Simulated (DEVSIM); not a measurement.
System: Schottky contact on n-type Si, at 300 K.

```csv
layer (left to right),material,thickness (μm),Nd (cm⁻³),τn (s),τp (s)
1,Si,8.30,4e16,2.6e-6,2.6e-6
2,Si,13.0,1.6e18,2.6e-6,2.6e-6
```

Left contact: Schottky, work function 4.91 eV, emission velocity 2.7e6 cm/s. Right contact: ohmic. Voltage is applied to the left contact. Recombination: SRH at mid-gap, radiative, Auger. Mobility is μmin + (μ − μmin)/(1 + (N/Nref)^α).

This is a model device: material constants are rounded textbook-type values typed into the input, and sizes, dopings and lifetimes were drawn at random. Values at 300 K.

| parameter | Si |
|---|---|
| gap (eV) | 1.124 |
| affinity (eV) | 4.05 |
| permittivity | 11.7 |
| Nc (cm⁻³) | 2.86e19 |
| Nv (cm⁻³) | 3.1e19 |
| μn (cm²/Vs) | 1417 |
| μp (cm²/Vs) | 470 |
| μn,min | 52 |
| μp,min | 45 |
| Nref,n | 9.7e16 |
| Nref,p | 2.2e17 |
| αn | 0.68 |
| αp | 0.72 |
| B (cm³/s) | 4.7e-15 |
| Cn (cm⁶/s) | 2.8e-31 |
| Cp (cm⁶/s) | 9.9e-32 |

Simulated with DEVSIM: 1D drift-diffusion, Boltzmann statistics, complete ionisation; no tunnelling, impact ionisation, image-force lowering or self-heating. Metal contacts follow the ideal Schottky-Mott rule: no Fermi-level pinning, no interface dipoles.

Base results: dark forward voltage at 100 A/cm² (V) 0.578; potential step across the device at zero bias (V) 0.785.

Task: What follows from this one change: doping Nd of layer 2 1.6e+18 → 1.6e+17 cm^-3?

Result: dark forward voltage at 100 A/cm² 0.578 → 0.584 V; potential step across the device at zero bias 0.785 → 0.726 V.

Task: What follows from this one change: constant mobility in place of the doping-dependent one?

Result: dark forward voltage at 100 A/cm² 0.578 → 0.570 V; potential step across the device at zero bias little changed (0.785 V).
